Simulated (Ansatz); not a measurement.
The reference is Rb2LiTlBr6 (space group Fm-3m, No. 225; a = 10.814 Å; a cell from a computed database, its experimental status unchecked). Axes: x, y, z lie along the cube axes.

Calculations: PBEsol (Ansatz, an electronic-structure program; PAW; 420 eV plane waves; no SOC), earlier PAW set.

A first run, uniaxial strain ε_zz = −1.49 %, gives secant values C11 ≈ 38 GPa and C12 ≈ 13 GPa from its stress. A second run applies biaxial strain −2.34 %, plane normal [001], relaxed out of plane.

Problem. What does linear elasticity predict for −ε⊥/ε∥ in the second run, and what does the run give?

Solution. Linear elasticity: 2 C12/C11 = 0.68. The run gives 0.77; any difference comes from nonlinear terms at these strains and numerical noise.

No phonon test of stability was made.
